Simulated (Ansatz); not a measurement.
## CsCl-type FeAl

These are PBE-D3(BJ) in Ansatz (plane waves, PAW) values and carry that method's errors.

Numerical settings: plane-wave cutoff 520 eV, 16×16×16 k mesh, Fermi–Dirac smearing 0.1 eV, perturbation theory, no spin polarisation, scalar-relativistic PAW data made under PBE.

Cell (relaxed at this level):

```
CELL_PARAMETERS angstrom
      2.83920     0.00000     0.00000
      0.00000     2.83920     0.00000
      0.00000     0.00000     2.83920
ATOMIC_POSITIONS crystal
  Al 0.50000 0.50000 0.50000
  Fe 0.00000 0.00000 0.00000
```

For CsCl-type FeAl, the TO(Γ) frequency comes out as 367 cm⁻¹.

Note: the dispersion coefficients are held fixed in the derivatives.

Computing time: roughly 2.7 core-minutes.

Ansatz is an electronic-structure program.
